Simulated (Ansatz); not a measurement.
Base system: InAgTe₂ in the chalcopyrite structure (space group I-42d, No. 122; a = 6.432 Å, c = 12.766 Å). Axes: x, y, z lie along a, b, c of the conventional cell.

Calculations: plane-wave PAW DFT at the PBEsol level (Ansatz, a program for electronic structure, 420 eV), spin-orbit coupling left out.

For the base:

```
Item                             Value
-----------------------------  -------
Pressure                       0.0 GPa
Shortest interatomic distance  2.746 Å
```

Perturbation: compressive biaxial strain of 3.00 % in the plane normal to [001], as in epitaxy on a mismatched substrate; the out-of-plane cell vector and the atoms relax.

Problem. What does the calculation give for the pressure after the change?

Solution. The pressure (mean of the normal stresses, compression positive) goes from zero to 0.9 GPa.

Problem. How does this affect the shortest interatomic distance?

Solution. The shortest interatomic distance shrinks by 0.0213 Å to 2.724 Å.

Whether these cells are dynamically stable was not tested. The final runs are not spin-polarised. Gaps under 0.05 eV, about the width of the smearing, are given as zero.
